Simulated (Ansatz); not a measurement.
# Evanescent states of BaTiO$_{3}$ (P4mm, 5 atoms a cell, 13.1 Å³ an atom, -2 GPa at this level) along the normal of (111)

These are r2SCAN (plane waves, PAW; Ansatz, a first-principles code) values and carry that method's errors.

The gap is the functional's own. No spin-orbit coupling. Mid-gap values are those at the computed energy nearest the middle.

Energies count from the valence-band top; κ is the least over a 6×6 mesh across the current.

| E (eV) | κ (1/Å) | where |
|---|---|---|
| 0.06 | 0.135 | Γ |
| 0.18 | 0.223 | Γ |
| 0.30 | 0.276 | Γ |
| 0.42 | 0.293 | Γ |
| 0.54 | (withheld) | Γ |
| 0.66 | (withheld) | Γ |
| 0.78 | (withheld) | Γ |
| 0.90 | (withheld) | Γ |
| 1.02 | (withheld) | Γ |
| 1.14 | (withheld) | Γ |
| 1.26 | (withheld) | Γ |
| 1.38 | (withheld) | Γ |
| 1.50 | (withheld) | Γ |
| 1.62 | (withheld) | Γ |
| 1.74 | 0.242 | Γ |
| 1.86 | 0.215 | Γ |
| 1.98 | 0.179 | Γ |
| 2.10 | 0.123 | Γ |

Problem. Some entries are withheld; supply them.

Solution. 
- 0.54, κ (1/Å): 0.300
- 0.66, κ (1/Å): 0.305
- 0.78, κ (1/Å): 0.308
- 0.90, κ (1/Å): 0.308
- 1.02, κ (1/Å): 0.307
- 1.14, κ (1/Å): 0.303
- 1.26, κ (1/Å): 0.297
- 1.38, κ (1/Å): 0.288
- 1.50, κ (1/Å): 0.277
- 1.62, κ (1/Å): 0.262
